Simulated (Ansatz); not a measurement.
**Hypothetical rock salt GaSb, response to strain**

Start from GaSb in the rock salt structure (space group Fm-3m, No. 225; a = 5.712 Å; a hypothetical phase, not in the database extracts checked; relaxed with 0.1 eV smearing). Axes: x, y, z lie along the cube axes.

Strains are applied to the cell and any free atomic positions relax.

Calculations: Kohn–Sham DFT with the PBE-D3(BJ) functional, run in Ansatz (a program for electronic structure) with PAW and 420 eV plane waves, without spin-orbit coupling.

Candidates:
(a) strain tensor (xx, yy, zz, yz, xz, xy) = (+0.50, +2.15, +1.92, +1.00, +0.74, −0.66) %
(b) strain tensor (xx, yy, zz, yz, xz, xy) = (+0.38, +1.09, −0.32, −1.10, −0.35, −0.36) %
(c) strain tensor (xx, yy, zz, yz, xz, xy) = (+1.75, +0.17, +1.76, −1.00, −1.13, −1.12) %

Notes on the quantities. energy relative to the base: free energy F.

Problem. Order them by energy relative to the base, highest first.

Solution. (a) strain tensor (xx, yy, zz, yz, xz, xy) = (+0.50, +2.15, +1.92, +1.00, +0.74, −0.66) % (+10 meV/atom), (c) strain tensor (xx, yy, zz, yz, xz, xy) = (+1.75, +0.17, +1.76, −1.00, −1.13, −1.12) % (+7.8 meV/atom), (b) strain tensor (xx, yy, zz, yz, xz, xy) = (+0.38, +1.09, −0.32, −1.10, −0.35, −0.36) % (+1.6 meV/atom)

Whether these cells are dynamically stable was not tested. The base started in Pnma and relaxed to Fm-3m at this level. All final runs are without spin polarisation.
